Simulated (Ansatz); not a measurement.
Take HfO₂ (space group P4_2/nmc, No. 137) as the base.

```
CELL_PARAMETERS angstrom
      3.57678     0.00000     0.00000
      0.00000     3.57678     0.00000
      0.00000     0.00000     5.20264
ATOMIC_POSITIONS crystal
  Hf 0.00000 0.00000 0.00000
  Hf 0.50000 0.50000 0.50000
  O  0.00000 0.50000 0.19616
  O  0.00000 0.50000 0.69616
  O  0.50000 0.00000 0.30384
  O  0.50000 0.00000 0.80384
```

Levels (all Ansatz, an electronic-structure program, PAW): r2SCAN (500 eV, scalar-relativistic without spin-orbit coupling); HSE06 (420 eV, spin-orbit coupling left out).

The geometry is relaxed with r2SCAN.

| Item | Value |
|---|---|
| r2SCAN lowest conduction level above the VBM at special points | Γ 5.27 eV; X 5.63 eV; R 5.77 eV |

Q: How does going to HSE06 change the lowest conduction level above the VBM at special points?

A: The lowest conduction level above the VBM at special points becomes Γ 6.37 eV; X 6.80 eV; R 6.96 eV (r2SCAN: Γ 5.27 eV; X 5.63 eV; R 5.77 eV).

Single points use the geometry relaxed with r2SCAN. HSE06 was sampled on its mesh, a few special points and the semilocal edge points, so its gap is an upper bound. The levels and masses belong to the bands next to the band gap. Stability against distortions was not tested. This is not the structure that HfO2 has at room temperature and ambient pressure.
